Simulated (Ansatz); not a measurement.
Competing hops of Cu vacancy in chalcopyrite CuGaSe2, charge state -1

Consider Cu vacancy in chalcopyrite CuGaSe2, charge state -1. The numbers are results of PBE, PAW (plane waves to 420 eV; Ansatz, an electronic-structure program), not measurements.

64-site cell at the relaxed PBE lattice, one k-point at (0.250, 0.250, 0.250), smearing 0.05 eV, spin-restricted, no finite-size correction. No zero-point or tunnelling terms. PBE gaps are too small, and in this host the defect's levels may merge with the bands. The charge state is imposed; whether it is stable for some Fermi level was not computed. Forms of the defect that were not tried may lie lower.

Barriers: single points on a 2×2×2 k-point mesh shifted by half a step at the bands' geometries.

```json
[
 {"Route": "a nearby Cu atom hops onto the vacant site", "Start site over the lowest site run (eV)": "0.00", "Hop (Å)": "3.82", "Forward barrier (eV)": "0.98", "Backward barrier (eV)": "0.98", "Neighbours at the start": "Se at 2.42, Se at 2.43, 2 Se at 2.46 Å", "Neighbours at the saddle": "Ga at 2.88, Ga at 3.05; Se at 2.36, Se at 2.65, Se at 2.70, 2 Se at 2.86 Å", "Saddle order": "not checked", "Forward, on the band's own sampling (eV)": "0.99"}
]
```

Paths come from CI-NEB runs.  

The whole set of runs took roughly 4 core-hours.
